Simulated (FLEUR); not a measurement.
Band structure of YPt2 (Fd-3m, 6 atoms in the cell).

```yaml
crystal:
  lattice:
    - [0.00000, 3.82539, 3.82539]
    - [3.82539, 0.00000, 3.82539]
    - [3.82539, 3.82539, 0.00000]
  atoms:
    - { symbol: Y, position: [0.50000, 0.50000, 0.50000] }
    - { symbol: Y, position: [0.75000, 0.75000, 0.75000] }
    - { symbol: Pt, position: [0.62500, 0.12500, 0.12500] }
    - { symbol: Pt, position: [0.12500, 0.12500, 0.62500] }
    - { symbol: Pt, position: [0.12500, 0.62500, 0.12500] }
    - { symbol: Pt, position: [0.12500, 0.12500, 0.12500] }
```

Computed with PBEsol, all-electron FLAPW (FLEUR), scalar-relativistic valence.

Settings: Kmax = 4.3 1/bohr; GmaxXC = 15 1/bohr; xcFunctional = PBEs; jspins = 1; l_soc = F; mode = hist; fermiSmearingEnergy = 0.00367493 Htr; mesh (inpgen div1-3) = 6 6 6; inpgen gamma flag = true; Gmax = 15 1/bohr; numbands = 0; maxIterBroyd = 15; imix = Anderson; alpha = 0.05.

The starting cell comes from a database of computed structures (which also holds hypothetical and non-ambient phases and stackings), without a prior relaxation at this level. Spin-orbit coupling is off. Spin polarisation is off. Values depend on the basis (sphere radii, cutoffs, local orbitals), which need not be converged.

Levels in eV from the Fermi level, bands 40 to 47:
```
point     40     41     42     43     44    45    46    47
-----  -----  -----  -----  -----  -----  ----  ----  ----
Γ      -0.98  -0.36  -0.36  -0.36   0.61  0.61  0.61  0.62
X      -1.69  -1.63  -1.63  -0.13  -0.13  1.77  1.77  2.26
W      -2.28  -1.13  -1.13  -0.10  -0.10  1.58  1.58  1.74
K      -2.04  -1.47  -1.10  -0.29   0.29  1.42  1.51  2.08
L      -1.46  -1.46   0.52   0.61   0.63  0.63  1.12  1.12
U      -2.04  -1.47  -1.10  -0.29   0.29  1.42  1.51  2.08
```
